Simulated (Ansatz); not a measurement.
Start from BeTe in the zinc blende structure (space group F-43m, No. 216; a = 5.554 Å). Axes: x, y, z lie along the cube axes.

The values are results of LDA, PAW, 420 eV (Ansatz, a quantum-chemistry and plane-wave program; no spin-orbit coupling), not measurements.

One thing is altered: uniaxial strain ε_zz = +2.00 %, all other strain components held at zero; the atoms relax in the strained cell.

Predict the stress tensor and what it implies for the stiffness.

Stress of the strained cell less that of the base (GPa, compression positive):
```
  -0.79    0.00    0.00
   0.00   -0.79    0.00
   0.00    0.00   -2.06
```

Then −Δσ_ii/ε with ε = 0.0200 gives secant stiffness values (nonlinear terms included at this strain): C33 ≈ 103 GPa, C13 ≈ 40 GPa and C23 ≈ 40 GPa.

Whether these cells are dynamically stable was not tested.
